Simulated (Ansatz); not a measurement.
We consider Be3N2 (R3m, No. 160, 5 atoms in the cell; start mp-1070456; a measured phase of this formula has another space group), described by PBEsol (PAW; Ansatz, a program for electronic structure).

Numerical settings: plane-wave cutoff 520 eV, 14×14×14 k mesh, Fermi–Dirac smearing 0.01 eV, scalar-relativistic PAW data made under PBE.

Cell (relaxed at this level):

```xyz
5
Lattice="1.4176 0.8184 4.8528 -1.4176 0.8184 4.8528 0.0000 -1.6369 4.8528" Properties=species:S:1:pos:R:3 pbc="T T T"
Be     0.0000     0.0000     2.0538
Be     0.0000     0.0000     9.9339
Be     0.0000     0.0000    13.2642
N      0.0000     0.0000    11.5858
N      0.0000     0.0000     4.2444
```

Q: Predict the band gap, smallest direct gap on the k points sampled and direct gap at Γ.

A: 
- band gap = 2.66 eV (indirect)
- smallest direct gap on the k points sampled = 3.73 eV
- direct gap at Γ = 6.01 eV

Computed values are for the static lattice.

A start named mp-… is a Materials Project structure, which need not be a measured phase.
